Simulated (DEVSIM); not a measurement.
Structure: Au/SiO2/p-Ge capacitor, at 300 K.

```tsv
layer (left to right)	material	thickness (nm)	Na (cm⁻³)
1	SiO2	16.0	-
2	Ge	3400	3e16
```

Metal gate on the left, work function 5.1 eV. Fixed charge at the semiconductor interface 7e11 cm⁻² (in units of +e); no interface traps.

This is a model device: material constants are rounded textbook-type values typed into the input, and sizes, dopings and lifetimes were drawn at random. Values at 300 K.

```tsv
parameter	SiO2	Ge
gap (eV)	9	0.664
affinity (eV)	0.9	4
permittivity	3.9	16
Nc (cm⁻³)	-	1.04e19
Nv (cm⁻³)	-	6e18
```

DEVSIM, 1D Poisson equation in equilibrium, Boltzmann statistics, complete ionisation; no quantum confinement or tunnelling. Metal contacts follow the ideal Schottky-Mott rule: no Fermi-level pinning, no interface dipoles.

**Question.** Tabulate band edges, carrier densities and field at 0.6 V on the gate.

**Answer.** Energies count from the Fermi level of the right contact; mesh points crowd at the junctions.

| x (μm) | Ec (eV) | Ev (eV) | n (cm⁻³) | p (cm⁻³) | field (V/cm) |
|---|---|---|---|---|---|
| 0.000 | 3.600 | -5.400 | < 1e2 | < 1e2 | -160000 |
| 0.001445 | 3.578 | -5.423 | < 1e2 | < 1e2 | -160000 |
| 0.004256 | 3.534 | -5.466 | < 1e2 | < 1e2 | -160000 |
| 0.009715 | 3.449 | -5.551 | < 1e2 | < 1e2 | -160000 |
| 0.01442 | 3.376 | -5.624 | < 1e2 | < 1e2 | -160000 |
| 0.01589 | 3.353 | -5.647 | < 1e2 | < 1e2 | -160000 |
| 0.01728 | 0.256 | -0.408 | 5.1e14 | 8.5e11 | 41000 |
| 0.02232 | 0.277 | -0.387 | 2.3e14 | 1.9e12 | 39000 |
| 0.03171 | 0.312 | -0.352 | 6.0e13 | 7.2e12 | 36000 |
| 0.05419 | 0.384 | -0.280 | 3.7e12 | 1.2e14 | 28000 |
| 0.1036 | 0.483 | -0.181 | 8.0e10 | 5.5e15 | 12000 |
| 0.2862 | 0.527 | -0.137 | 1.5e10 | 3.0e16 | 29 |
| 0.6478 | 0.527 | -0.137 | 1.5e10 | 3.0e16 | ≈ 0 |
| 1.491 | 0.527 | -0.137 | 1.5e10 | 3.0e16 | ≈ 0 |
| 2.736 | 0.527 | -0.137 | 1.5e10 | 3.0e16 | ≈ 0 |
| 3.125 | 0.527 | -0.137 | 1.5e10 | 3.0e16 | ≈ 0 |
| 3.292 | 0.527 | -0.137 | 1.5e10 | 3.0e16 | ≈ 0 |
| 3.362 | 0.527 | -0.137 | 1.5e10 | 3.0e16 | ≈ 0 |
| 3.399 | 0.527 | -0.137 | 1.5e10 | 3.0e16 | ≈ 0 |
| 3.409 | 0.527 | -0.137 | 1.5e10 | 3.0e16 | ≈ 0 |
| 3.414 | 0.527 | -0.137 | 1.5e10 | 3.0e16 | ≈ 0 |
| 3.416 | 0.527 | -0.137 | 1.5e10 | 3.0e16 | ≈ 0 |
